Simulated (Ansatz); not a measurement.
rock salt ZrN, quasi-harmonic lattice dynamics with DFT at the PBEsol level (Ansatz, a first-principles code). 

```csv
T (K),α_L (10⁻⁶/K),C_P (J/mol/K),bulk modulus B_T (GPa),γ
50,0.7,4.4,264,1.83
300,6.7,40.5,258,1.84
500,8.0,47.5,251,1.86
600,8.4,49.2,247,1.87
650,8.5,___,245,1.87
850,___,51.9,237,1.89
900,9.2,52.3,235,1.89
950,9.4,52.7,233,1.90
```

**Question.** Some entries are withheld; supply them.

**Answer.** 
- 650, C_P (J/mol/K): 49.9
- 850, α_L (10⁻⁶/K): 9.1

Whether this phase is the stable one at each condition was not tested.
